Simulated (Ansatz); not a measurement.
Start from MgTe in the wurtzite structure (space group P6_3mc, No. 186; a = 4.5614 Å, c = 7.4119 Å). Axes: x lies along a and z along c of the hexagonal cell.

Calculations: Ansatz (an electronic-structure program), PBEsol, PAW, cutoff 420 eV, no spin-orbit coupling.

Base values:

The shortest interatomic distance is 2.787 Å.

Modification: the cell is compressed by 2.40 % along z with no lateral relaxation; the atoms relax in the strained cell.

### Question
What does the calculation give for the hole mass after the change?

### Answer
The hole mass amounts to 0.15 mₑ along z, 1.8 mₑ across (at Γ).

### Question
What does the calculation give for the shortest interatomic distance after the change?

### Answer
The shortest interatomic distance falls by 0.0217 Å to 2.766 Å.

Spin-orbit coupling, missing from the scalar runs, can matter with Te. The levels and masses belong to the bands next to the band gap. Effective masses come from finite differences of ±0.01 Å⁻¹. Stability against distortions was not tested.
